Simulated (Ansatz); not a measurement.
Reference: FeAs2 (Pnnm), r2SCAN, rigid bands (plane waves, PAW, scalar-relativistic; Ansatz, a quantum-chemistry and plane-wave program); geometry: cell and atoms relaxed with PBEsol.

Space group Pnnm (No. 58); a = 5.243 Å, b = 5.905 Å, c = 2.841 Å, α = 90.00°, β = 90.00°, γ = 90.00°

```json
[
 {"atom": "Fe", "site": "2a", "symmetry": "..2/m", "x": "0.0000", "y": "0.0000", "z": "0.0000"},
 {"atom": "As", "site": "4g", "symmetry": "..m", "x": "0.1793", "y": "0.3604", "z": "0.0000"}
]
```

The band gap is 0.52 eV, the electron conductivity mass is 1.30 mₑ and the Seebeck coefficient, n-type 1e19 cm⁻³ is -405 μV/K.

Question: Replace Fe by Ru on the same sites and relax. What happens?

Answer: RuAs₂ (Pnnm): volume per atom 14.7 to 16.5 Å³; band gap rises (0.52 eV to 0.59 eV); electron conductivity mass falls (1.30 mₑ to 0.73 mₑ); Seebeck coefficient, n-type 1e19 cm⁻³ falls in size (-405 μV/K to -341 μV/K).

Moves up to 5 % count as about the same. Masses are for dilute carriers at 300 K, harmonic means over directions unless an axis is named. Seebeck coefficients are for the stated density at 300 K, with one relaxation time for all states and whether or not that doping can be reached. Spin-orbit coupling is left out.

Formula and space group known from diffraction (Crystallography Open Database), not checked to be the room-temperature form: FeAs2 (Pnnm), RuAs2 (Pnnm). Treated as nonmagnetic, magnetic states not searched for: FeAs2 (Pnnm).
